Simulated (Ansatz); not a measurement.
Start from RbTlF$_{3}$ (space group Fm-3m, No. 225; a = 9.451 Å; a cell from a computed database, its experimental status unchecked). Axes: x, y, z lie along the cube axes.

All numbers come from PBEsol (Ansatz, a program for electronic structure), no spin-orbit coupling.

Modification: an isotropic linear strain of −0.64 %, atoms relaxed at fixed cell.

### Question
Predict the stress tensor and what it implies for the stiffness.

### Answer
Stress of the strained cell less that of the base (GPa, compression positive):
```
   0.71    0.00    0.00
   0.00    0.71    0.00
   0.00    0.00    0.71
```

Then B = −ΔP/(ΔV/V₀) with ΔV/V₀ = -0.0191 gives secant stiffness values (nonlinear terms included at this strain): B ≈ 37 GPa.

Stability against distortions was not tested.
